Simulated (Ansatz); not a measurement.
## Re: pressure series

Take Re in the hcp (Mg type) structure (space group P6_3/mmc, No. 194; a = 2.775 Å, c = 4.483 Å) as the base.

Cell and atoms are relaxed at each pressure.

Calculations: PBE (Ansatz, a quantum-chemistry and plane-wave program; PAW; 420 eV plane waves; scalar-relativistic without spin-orbit coupling).

```json
[
 {"pressure (GPa)": "-2", "volume per atom (Å³/atom)": "15.034"},
 {"pressure (GPa)": "-1", "volume per atom (Å³/atom)": "14.992"},
 {"pressure (GPa)": "0", "volume per atom (Å³/atom)": "14.950"},
 {"pressure (GPa)": "3", "volume per atom (Å³/atom)": "14.829"},
 {"pressure (GPa)": "7", "volume per atom (Å³/atom)": "?"},
 {"pressure (GPa)": "15", "volume per atom (Å³/atom)": "14.394"},
 {"pressure (GPa)": "30", "volume per atom (Å³/atom)": "13.932"},
 {"pressure (GPa)": "50", "volume per atom (Å³/atom)": "13.417"},
 {"pressure (GPa)": "75", "volume per atom (Å³/atom)": "12.884"}
]
```

Task: Fit the third-order Birch–Murnaghan form P(V) = (3B₀/2)[(V₀/V)^(7/3) − (V₀/V)^(5/3)]·[1 + (3/4)(B₀′ − 4)((V₀/V)^(2/3) − 1)] (squares taken in P) to the rows shown and predict the withheld row.

Result: Least squares on the printed values gives V₀ = 14.950 Å³/atom, B₀ = 365 GPa, B₀′ = 4.3; this predicts 14.677 Å³/atom, and the run gives 14.676 Å³/atom, in agreement.

Load acts through the strain it causes; cell and atoms are relaxed under it. Whether these cells are dynamically stable was not tested. Competing high-pressure phases were not computed. All final runs are without spin polarisation.
